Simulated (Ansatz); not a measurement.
Start from NaCaF3 in the cubic perovskite structure (space group Pm-3m, No. 221; a = 4.372 Å; a hypothetical phase, not in the database extracts checked). Axes: x, y, z lie along the cube axes.

Modification: biaxial strain +0.38 %, plane normal [001], relaxed out of plane (Cartesian); in-plane vectors clamped, the third vector and the atoms free.

Levels (all Ansatz, an electronic-structure program, PAW): PBEsol (420 eV, no SOC); r2SCAN (500 eV, no spin-orbit coupling).

The geometry is relaxed with PBEsol.

| Item | Value |
|---|---|
| PBEsol band gap | 5.09 eV |
| PBEsol gap character | indirect, A → Γ |
| PBEsol smallest direct gap | 5.25 eV |

With r2SCAN at the same geometry, the band gap goes up by 0.832 eV to 5.93 eV; the gap character remains indirect, A → Γ; the smallest direct gap grows by 0.82 eV (5.25 eV → 6.07 eV).

Single points use the geometry relaxed with PBEsol. No phonon test of stability was made. Many cubic perovskites are stable only at high temperature; tilts and polar distortions were not tested. Labels are those of the standard path for the cell's own space group.
